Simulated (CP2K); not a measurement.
A self-consistent single point of AlAu2 (P1, 3 atoms in the cell) with CP2K.

Method of the run: LDA (Pade form), GPW, DZVP-MOLOPT-SR-GTH basis, GTH-PADE potentials (GTH_POTENTIALS) (CP2K 2026.2).

The change in words: lattice scaled by 0.98. Reference geometry:
```
CELL_PARAMETERS angstrom
      4.99397     0.00000     0.00000
      2.75611     4.16457     0.00000
     -3.87504    -2.08229     2.36388
ATOMIC_POSITIONS crystal
  Al 0.01331 0.00681 0.01482
  Au 0.66123 0.67539 0.02523
  Au 0.32546 0.31779 0.95994
```

Reference input (self-consistent single point, DFT LDA (Pade form), GPW, DZVP-MOLOPT-SR-GTH basis, GTH-PADE potentials (GTH_POTENTIALS)): CUTOFF = 500 Ry; REL_CUTOFF = 60 Ry; SMEAR/METHOD = GAUSSIAN; SIGMA = 0.1 eV; KPOINTS/SCHEME = MONKHORST-PACK 6 6 8; GAMMA_CENTERED = T; XC_FUNCTIONAL = PADE; Al/BASIS_SET = DZVP-MOLOPT-SR-GTH-q3; Al/POTENTIAL = GTH-PADE-q3; Au/BASIS_SET = DZVP-MOLOPT-SR-GTH-q11; Au/POTENTIAL = GTH-PADE-q11; METHOD = GPW. This run's input differs from it in these lines:

```diff
@@ -64,5 +64,5 @@
     &CELL
-      A 4.99397500 0.00000000 0.00000000
-      B 2.75610800 4.16457100 0.00000000
-      C -3.87504200 -2.08228600 2.36387900
+      A 4.89409600 0.00000000 0.00000000
+      B 2.70098600 4.08128000 0.00000000
+      C -3.79754100 -2.04064000 2.31660200
       PERIODIC XYZ
@@ -70,5 +70,5 @@
     &COORD
-      Al       0.02780794    -0.00248417     0.03503978
-      Au       5.06585655     2.76017353     0.05965012
-      Au       2.65641739     1.40688372    -0.09469226
+      Al       0.02725179    -0.00243448     0.03433899
+      Au       4.96453986     2.70497035     0.05845713
+      Au       2.60328925     1.37874617    -0.09279844
     &END COORD
```

Log, with long lists cut:

```
 SCF WAVEFUNCTION OPTIMIZATION

  Step     Update method      Time    Convergence         Total energy    Change
     1 NoMix/Diag. 0.20E+00      -     1.25333390       -68.9131371278 -6.89E+01
     2 Broy./Diag. 0.20E+00      -     0.09759685       -71.7877294369 -2.87E+00
     3 Broy./Diag. 0.20E+00      -     0.20274382       -70.1477712404  1.64E+00
     4 Broy./Diag. 0.20E+00      -     0.02174222       -68.8303373981  1.32E+00
     5 Broy./Diag. 0.20E+00      -     0.01516859       -68.6770766615  1.53E-01
     6 Broy./Diag. 0.20E+00      -     0.00206584       -68.7174873002 -4.04E-02
   [... 4 lines left out ...]
    11 Broy./Diag. 0.20E+00      -     0.00001460       -68.7280416294  1.43E-06
    12 Broy./Diag. 0.20E+00      -     0.00000328       -68.7279627978  7.88E-05
    13 Broy./Diag. 0.20E+00      -     0.00000277       -68.7279514760  1.13E-05
    14 Broy./Diag. 0.20E+00      -     0.00000023       -68.7279574469 -5.97E-06
  *** SCF run converged in    14 steps ***

  Overlap energy of the core charge distribution:               0.00000005408962
  Self energy of the core charge distribution:               -121.34857313933946
  Core Hamiltonian energy:                                     37.54750788323632
  Hartree energy:                                              26.36512412895738
  Exchange-correlation energy:                                -11.29195388438992
  Smearing free energy correction:                             -0.00006248951203
  Fermi energy:                                                 0.39948622036727

  Total energy:                                               -68.72795744693218
  Total energy (extrapolated to sigma->0):                    -68.72792620217616

                     Mulliken Population Analysis

   [... lines left out ...]

 STRESS| Analytical stress tensor [bar]
 STRESS|                        x                   y                   z
 STRESS|      x        9.76908849388E+04   1.26019769559E+04   2.75028580159E+04
 STRESS|      y        1.26019769559E+04   1.00379364240E+05   1.12008316813E+04
 STRESS|      z        2.75028580159E+04   1.12008316813E+04   1.00964037826E+05
 STRESS| 1/3 Trace                                             9.96780956682E+04
```

The run converged in 14 iterations. Against the reference run the free energy goes up by 24.7 meV/atom, the pressure goes from -1.07 to 9.97 GPa and the largest force goes from 0.638 to 0.871 eV/Å.

The starting cell comes from a database of computed structures (which also holds hypothetical and non-ambient phases and stackings), without a prior relaxation at this level. Its atoms were displaced at random from the sites of space group no. 139. For this run, on top of that: lattice scaled by 0.98. Values carry the incompleteness of an atom-centred basis. With a pressure of about 10 GPa the cell is away from its equilibrium volume at this level.

Cost on one core of a shared machine: roughly 4 min.
